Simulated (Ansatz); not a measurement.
Take Zn in the hcp (Mg type) structure (space group P6_3/mmc, No. 194) as the base.

```yaml
crystal:
  lattice:
    - [2.63583, 0.00000, 0.00000]
    - [-1.31791, 2.28270, 0.00000]
    - [0.00000, 0.00000, 4.65726]
  atoms:
    - { symbol: Zn, position: [0.33333, 0.66667, 0.75000] }
    - { symbol: Zn, position: [0.66667, 0.33333, 0.25000] }
```

Level of theory: Ansatz (an electronic-structure program) PBEsol, no SOC.

One change was made to it. Results:

The band gap is still zero; the lattice parameter a drops by 0.062 Å to 2.574 Å.

Question: Which of these changes matches the shifts?
A. Zn → V
B. Zn → Ni
C. Zn → Mg

Answer: A, Zn → V. For comparison, the lattice parameter a in the other runs: Zn → Mg gives 3.167 Å; Zn → Ni gives 2.447 Å.

Other magnetic orders, which the real material may have, were not ruled out. Whether these cells are dynamically stable was not tested. For V in this form, whether it has been made was not checked. Starting moments died away, wholly or in part, for Zn → V; another magnetic solution may exist. Spin-polarised in the final run: Ni; the other runs are not. This is not the structure that V has at room temperature and ambient pressure. This is not the structure that Ni has at room temperature and ambient pressure.
